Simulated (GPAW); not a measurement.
Worked example: self-consistent single point of LaPt₅ (P6/mmm, 6 atoms in the cell) in GPAW.

Computed with LDA (Perdew-Wang 92), GPAW PAW datasets LDA (gpaw-data 1.0.1) (plane waves; GPAW 25.7.0).

The change in words: lattice scaled by 0.98. Reference geometry:
```
LaPt5
1.0
    5.42855     0.00000     0.00000
   -2.71428     4.70126     0.00000
    0.00000     0.00000     4.39333
La Pt
1 5
Direct
  0.00000   0.00000   0.00000
  0.33333   0.66667   0.00000
  0.66667   0.33333   0.00000
  0.50000   0.00000   0.50000
  0.50000   0.50000   0.50000
  0.00000   0.50000   0.50000
```

Reference input (self-consistent single point, DFT LDA (Perdew-Wang 92), plane waves, GPAW PAW datasets LDA (gpaw-data 1.0.1)): mode = pw; ecut = 850 eV; xc = LDA; kpts = 6 6 7; mesh shift (steps) = 0 0 0; occupations.name = methfessel-paxton; occupations.width = 0.1 eV; occupations.order = 0; nbands = -14; symmetry.symmorphic = false; symmetry.tolerance = 0.0005; maxiter = 120. This run's input differs from it in these lines:

```diff
@@ -5,11 +5,11 @@
 atoms = Atoms(['La', 'Pt', 'Pt', 'Pt', 'Pt', 'Pt'],
-              cell=[[5.428550, 0.000000, 0.000000],
-                    [-2.714275, 4.701262, 0.000000],
-                    [0.000000, 0.000000, 4.393330]],
+              cell=[[5.319979, 0.000000, 0.000000],
+                    [-2.659990, 4.607237, 0.000000],
+                    [0.000000, 0.000000, 4.305463]],
               positions=[[0.000000, 0.000000, 0.000000],
-                         [-0.000003, 3.134176, 0.000000],
-                         [2.714278, 1.567086, 0.000000],
-                         [2.714275, 0.000000, 2.196665],
-                         [1.357138, 2.350631, 2.196665],
-                         [-1.357138, 2.350631, 2.196665]],
+                         [-0.000003, 3.071493, 0.000000],
+                         [2.659992, 1.535744, 0.000000],
+                         [2.659990, 0.000000, 2.152731],
+                         [1.329994, 2.303618, 2.152731],
+                         [-1.329995, 2.303618, 2.152731]],
               pbc=True)
```

The program printed (abridged):

```
     iter     time        total  log10-change:
                         energy   eigst   dens
iter:   1 --:--:--   -53.829609
iter:   2 --:--:--   -52.410156   -1.07  -1.32
iter:   3 --:--:--   -50.513007   -1.43  -1.38
iter:   4 --:--:--   -49.674453   -1.45  -1.53
iter:   5 --:--:--   -49.342407   -1.64  -1.74
iter:   6 --:--:--   -49.341814   -2.46  -2.24
iter:   7 --:--:--   -49.296853   -2.58  -2.31
iter:   8 --:--:--   -49.289830   -3.35  -2.46
iter:   9 --:--:--   -49.271216c  -3.30  -2.45
iter:  10 --:--:--   -49.271047c  -4.17  -2.89
iter:  11 --:--:--   -49.271417c  -4.94  -2.95
iter:  12 --:--:--   -49.272081c  -4.10  -2.95
iter:  13 --:--:--   -49.271885c  -5.01  -3.17
iter:  14 --:--:--   -49.271347c  -5.35  -3.20
iter:  15 --:--:--   -49.271030c  -5.50  -3.33
iter:  16 --:--:--   -49.270877c  -5.09  -3.53
iter:  17 --:--:--   -49.270850c  -5.62  -3.71
iter:  18 --:--:--   -49.270820c  -5.97  -3.83
iter:  19 --:--:--   -49.270820c  -6.17  -4.05c
iter:  20 --:--:--   -49.270809c  -6.16  -4.19c
iter:  21 --:--:--   -49.270811c  -7.16  -4.35c
iter:  22 --:--:--   -49.270813c  -7.62c -4.38c
Converged after 22 iterations.

Dipole moment: (0.000013, -0.000007, -0.000010) |e|*Ang

Energy contributions relative to reference atoms: (reference = -2731422.367255)

Kinetic:         +0.220714
Potential:       -4.333679
External:        +0.000000
XC:             -41.618185
Entropy (-ST):   -0.020774
Local:           -3.529276
SIC:             +0.000000
--------------------------
Free energy:    -49.281200
Extrapolated:   -49.270813

Showing only first 2 kpts
 Kpt  Band  Eigenvalues  Occupancy
  0    43     12.41832    0.00000
  0    44     12.41834    0.00000
  0    45     12.52922    0.00000
  0    46     12.87275    0.00000

  1    43     11.73559    1.92942
  1    44     11.83150    1.34860
  1    45     11.97476    0.11547
  1    46     12.52947    0.00000

Fermi level: 11.86345

No gap
   [... lines left out ...]
  0 La   -0.00000   -0.00000    0.00000
  1 Pt   -0.00000    0.00000    0.00000
  2 Pt    0.00000   -0.00000    0.00000
  3 Pt    0.00000    0.00000    0.00000
  4 Pt    0.00000    0.00000    0.00000
  5 Pt    0.00000    0.00000    0.00000

Stress tensor:
    -0.022670    -0.000000     0.000000
    -0.000000    -0.022670     0.000000
     0.000000     0.000000    -0.021722
Stress (GPa, Voigt): [-3.6322 -3.6322 -3.4803  0.      0.     -0.    ]
```

The run converged in 22 iterations. GPAW prints stress with tension positive. Against the reference run the free energy goes down by 19.7 meV/atom and the pressure goes from -8.55 to 3.58 GPa.

The starting cell comes from a database of computed structures (which also holds hypothetical and non-ambient phases and stackings), without a prior relaxation at this level. For this run, on top of that: lattice scaled by 0.98. Spin polarisation is off. With a pressure of about 4 GPa the cell is away from its equilibrium volume at this level.

Cost on one core of a shared machine: roughly 5 min.
